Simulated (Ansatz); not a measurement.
The structure below was relaxed with plane-wave PAW DFT at the r2SCAN level (Ansatz, a first-principles code, 500 eV), without spin-orbit coupling, at pressure −2 GPa.

Space group Fm-3m (No. 225); a = b = c = 6.6523 Å, α = β = γ = 90.00°

| atom | site | symmetry | x | y | z |
|---|---|---|---|---|---|
| Te | 4a | m-3m | 0.0000 | 0.0000 | 0.0000 |
| Pb | 4b | m-3m | 0.5000 | 0.5000 | 0.5000 |

Task: Write out a cell with all atoms.

Result: 
```xyz
8
Lattice="6.6523 0.0000 0.0000 0.0000 6.6523 0.0000 0.0000 0.0000 6.6523" Properties=species:S:1:pos:R:3 pbc="T T T"
Te     0.0000     0.0000     0.0000
Pb     3.3261     0.0000     0.0000
Te     0.0000     3.3261     3.3261
Pb     3.3261     3.3261     3.3261
Te     3.3261     0.0000     3.3261
Pb     0.0000     0.0000     3.3261
Te     3.3261     3.3261     0.0000
Pb     0.0000     3.3261     0.0000
```
This is the conventional cell.

Load acts through the strain it causes; cell and atoms are relaxed under it. Stability against distortions was not tested. The cell was made from PbTe in the rock salt structure (space group Fm-3m, No. 225) by this change: pressure −2 GPa.
